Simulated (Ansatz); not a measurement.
Troubleshooting Ansatz (a quantum-chemistry and plane-wave program): a failed run on Cs6K3AlSb4 (P6_3/mmc, 28 atoms in the cell). The aim is a self-consistent single point with DFT, PBEsol, plane waves, default PAW files made with PBE.

Cell that was meant: a = 10.9409 Å, b = 10.9409 Å, c = 11.5085 Å, α = 90.00°, β = 90.00°, γ = 120.00°.

Part of the input:

```yaml
    - { symbol: K, position: [0.236660, 0.118330, 0.750000] }
    - { symbol: Al, position: [0.333333, 0.666667, 0.250000] }
    - { symbol: Al, position: [0.666667, 0.333333, 0.750000] }
    - { symbol: Sb2+, position: [0.472430, 0.527570, 0.250000] }
    - { symbol: Sb, position: [0.944860, 0.472430, 0.750000] }
    - { symbol: Sb, position: [0.472430, 0.944860, 0.250000] }
    - { symbol: Sb, position: [0.527570, 0.472430, 0.750000] }
```

Output (repeated stretches shortened):

```
Error: YAML parse error: error: line 16 column 17: `Sb2+` is not an element symbol (H … Og, case-exact)
  --> <input>:16:17
   |
14 |     - { symbol: Al, position: [0.333333, 0.666667, 0.250000] }
15 |     - { symbol: Al, position: [0.666667, 0.333333, 0.750000] }
16 |     - { symbol: Sb2+, position: [0.472430, 0.527570, 0.250000] }
   |                 ^ `Sb2+` is not an element symbol (H … Og, case-exact)
17 |     - { symbol: Sb, position: [0.944860, 0.472430, 0.750000] }
18 |     - { symbol: Sb, position: [0.472430, 0.944860, 0.250000] }
   |
```

**Question.** Read the log: what does the program object to, and what is the fix?

**Answer.** The fault is a mistyped element symbol. The symbol names no element. To fix it, correct the symbol. The program stopped before any SCF iteration.

The sound input it was made from differs as follows (other fixes are possible):
```diff
-    - { symbol: Sb2+, position: [0.472430, 0.527570, 0.250000] }
+    - { symbol: Sb, position: [0.472430, 0.527570, 0.250000] }
```

With that input, the run converged in 10 iterations: free energy E − TS (on the zero of these files) -128452.4038 eV; top of the valence band (on the code's own zero) 5.67 eV; gap on the k-point mesh 0.70 eV; pressure -0.17 GPa; largest force (vector length) 0.137 eV/Å (DFT, PBEsol, plane waves, default PAW files made with PBE).

On the sound input: the starting cell comes from a database of published, mostly measured structures (it also holds non-ambient and calculated ones), without a prior relaxation at this level. Its lattice was rescaled by a random factor within 2.5 % of one. Spin-orbit coupling is off. Ansatz's pressure includes its estimate of the finite-basis (Pulay) stress.
